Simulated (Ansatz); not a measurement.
**Ge in the diamond structure (space group Fd-3m, No. 227)**

```
Ge
1.0
    0.00000     2.83720     2.83720
    2.83720     0.00000     2.83720
    2.83720     2.83720     0.00000
Ge
2
Direct
  0.00000   0.00000   0.00000
  0.25000   0.25000   0.25000
```

Computed with r2SCAN (Ansatz, a program for electronic structure, PAW, spin-orbit coupling left out). Settings: 10×10×10 k-points, 0.05 eV Fermi–Dirac smearing.

| Property | Result |
|---|---|
| Volume per atom | 22.84 Å³ |
| Density | 5.28 g/cm³ |
| Band gap | 0.36 eV, direct at Γ |
| Lowest conduction-band minima above the VBM | Γ 0.36 eV; L along ⟨111⟩ 0.44 eV; a point along ⟨100⟩, about 0.9 Å⁻¹ from Γ 0.79 eV |
| Total energy | -4302.906 eV/atom (σ→0; compares only within this code and set-up) |

Gaps are Kohn–Sham eigenvalue differences; semilocal functionals usually give less than the measured gap. Stability against distortions was not tested. The real Ge has an indirect gap at ambient pressure; r2SCAN orders its close-lying valleys differently.
